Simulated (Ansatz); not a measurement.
System: W₂B₂Ge (model structure, started from the Ti2InB2 type, P-6m2, No. 187, 5 atoms in the cell). Method: PBE in Ansatz (PAW).

Settings: plane-wave cutoff 520 eV, 24×24×8 k mesh (along the axes of the cell as run), Fermi–Dirac smearing 0.05 eV, no spin polarisation, scalar-relativistic PAW data made under PBE.

Cell (relaxed at this level):

Space group P-6m2 (No. 187); a = b = 3.1451 Å, c = 6.8407 Å, α = β = 90.00°, γ = 120.00°

```json
[
 {"atom": "W", "site": "2h", "symmetry": "3m.", "x": "0.3333", "y": "0.6667", "z": "0.2835"},
 {"atom": "Ge", "site": "1a", "symmetry": "-6m2", "x": "0.0000", "y": "0.0000", "z": "0.0000"},
 {"atom": "B", "site": "1b", "symmetry": "-6m2", "x": "0.0000", "y": "0.0000", "z": "0.5000"},
 {"atom": "B", "site": "1f", "symmetry": "-6m2", "x": "0.6667", "y": "0.3333", "z": "0.5000"}
]
```

Predict the bulk modulus B0.


bulk modulus B0: 248 GPa

Note: the run has no spin polarisation, so it can have missed a magnetic state; the bulk modulus is −V dP/dV from two relaxed cells at ±2 % in volume; the relaxation could raise the start's symmetry but not lower it, so the cell can be a saddle point.

Spin–orbit coupling is not included; it can open a gap where bands touch, and shift volumes and moduli.

Static lattice: no zero-point or thermal effects.

A model structure was made by putting elements into a prototype or built by hand; it is no filed structure, need not be a known phase, and can be a saddle point held by its symmetry.

Ansatz is a quantum-chemistry and plane-wave program.
